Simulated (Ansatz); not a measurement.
Here is the system:

```yaml
crystal:
  lattice:
    - [0.00000, 2.61045, 2.61045]
    - [2.61045, 0.00000, 2.61045]
    - [2.61045, 2.61045, 0.00000]
  atoms:
    - { symbol: Sr, position: [0.00000, 0.00000, 0.00000] }
    - { symbol: O, position: [0.50000, 0.50000, 0.50000] }
```

No spin polarisation.

Calculations: Ansatz (a first-principles code), PBE, PAW, cutoff 420 eV, scalar-relativistic without spin-orbit coupling. k-mesh 11×11×11 (Γ-centred); smearing 0.05 eV (Fermi–Dirac).

Task: What smallest direct gap does the calculation give?

Result: 3.44 eV.

Task: Estimate the pressure.

Result: -12.2 kbar.

The cells carry an imposed strain or load. Whether these cells are dynamically stable was not tested. The cell was made from SrO in the rock salt structure (space group Fm-3m, No. 225) by this change: isotropic strain +0.50 %.
